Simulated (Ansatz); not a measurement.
An Ansatz (a first-principles code) run: W with a change (pressure −1 GPa); Ansatz, r2SCAN, PAW, cutoff 500 eV, no spin-orbit coupling, earlier PAW set.

Input:

Ansatz 0.2 input:
```yaml
crystal:
  lattice:
    - [-1.5849212284, 1.5849212284, 1.5849212284]
    - [1.5849212284, -1.5849212284, 1.5849212284]
    - [1.5849212284, 1.5849212284, -1.5849212284]
  atoms:
    - { symbol: W, position: [0, 0, 0] }
basis: { ecutwfc: 500, ecutrho_ratio: 4, xc_grid: 4, fft_grid_basis: typed }
kpoints: { mp_grid: { grid: [21, 21, 21] } }
hamiltonian:
  xc: r2scan
  dispersion: none
  pseudopotentials: { azcp: { folder: ./paw }, kind: paw }
scf: { occupations: { method: fermi_dirac, width: 0.05 } }
relax: { f_tol: 0.01, max_steps: 60, cell: { stress_tol: 0.02, p_target: -1.0 } }
output: { forces: true, stress: true }
checkpoint: { write: state.ck, write_every: 1000 }
```

Output (explanatory and most iteration lines left out):

```
Relaxation: its limit of steps is 60 (relax.max_steps)
Pseudopotential: W, paw, valence charge 14
Crystal: 1 atoms, lattice volume = 15.925 Å³
Basis set: ecut = 500 eV, 381 PW (Γ), exchange–correlation on 96×96×96 points (64 copies of the dense FFT grid, shifted against one another)
Bands: 11, of which v1, the nominal top of the filled ones, is band 7 counted from 1 (6 counted from 0)
Symmetry: 48 space group operations
Space group: Im-3m (ITA 229), of the structure as read, at distance tolerance 2.5e-5 Å
k-points: 286 of 9261
Functional: x = r2scan, c = r2scan; τ floored in thin density (d = 2e-4 eV/Å³)
SCF iter   1: F=—  HF=-10398.285419 eV  |F-HF|=—  |Δ(HF+E_count)|=         —  Δρ=6.00e-2  dr2=4.75e-1  dr2_τ=2.37e-2  ethr=3.10e-3  ⟨swp⟩=5.0  Hψ=16761  notcnv=0
SCF iter   2: F=—  HF=-10398.238020 eV  |F-HF|=—  |Δ(HF+E_count)|=   4.74e-2  Δρ=2.58e-2  dr2=4.47e-2  dr2_τ=1.51e-2  ethr=3.10e-3  ⟨swp⟩=2.8  Hψ=8036  notcnv=0  defer=9
SCF 1 converged in 6 iterations: F = -10398.256237 eV  dr2 = 2.90e-10
relax step   1: F+E_penalty+E_count = -10398.25623726 eV  Δ(F+E_penalty+E_count) = +0.000e0 eV  max|allowed force component| = 0.000e0 eV/Å  Δτ_max = 0.0000 Å  P = -0.001 GPa  Ω = 15.925 Å³  (6 SCF iters, dr2 threshold 1.00e-7 eV, accepted)
[... steps on the carried basis left out ...]
relax step   4: F+E_penalty+E_count = -10398.25607573 eV  Δ(F+E_penalty+E_count) = -1.459e-5 eV  max|allowed force component| = 0.000e0 eV/Å  Δτ_max = 0.0000 Å  P = -1.013 GPa  Ω = 15.976 Å³  stress off target by 1.25e-2 GPa  SCF on the basis re-selected at this cell (its energy is not comparable with the rows above)  (4 SCF iters)
SCF converged after 4 iterations
Free energy (F): -10398.256076 eV
Internal energy: -10398.251234 eV  (E = F + TS)
E sigma→0 (E₀):  -10398.253655 eV
Entropy (-TS):   -0.004842 eV (-4.842 meV/atom)
Fermi energy:    22.138422 eV
--- Forces (eV/Å), atoms counted from 1 ---
  atom   1  W      0.00000000     0.00000000    -0.00000000
--- Stress (GPa, compression-positive) ---
       -1.012533      -0.000000      -0.000000
       -0.000000      -1.012533      -0.000000
       -0.000000       0.000000      -1.012533
  P = ⅓ Tr σ = -1.0125 GPa (-10.125 kbar)
--- Relaxed structure (3 steps of the walk, 2 accepted, 1 SCFs on fresh bases) ---
  cell:  # Å, volume = 15.9761 Å³
    - [-1.586610317290341, 1.586610317290341, 1.586610317290341]
    - [1.586610317290341, -1.586610317290341, 1.586610317290341]
    - [1.586610317290341, 1.586610317290341, -1.586610317290341]
  atoms:
    - { symbol: W, position: [0.0, 0.0, 0.0] }
```

Load acts through the strain it causes; cell and atoms are relaxed under it. No phonon test of stability was made. All final runs are without spin polarisation. The cell was made from W in the bcc (W type) structure (space group Im-3m, No. 229) by this change: pressure −1 GPa.
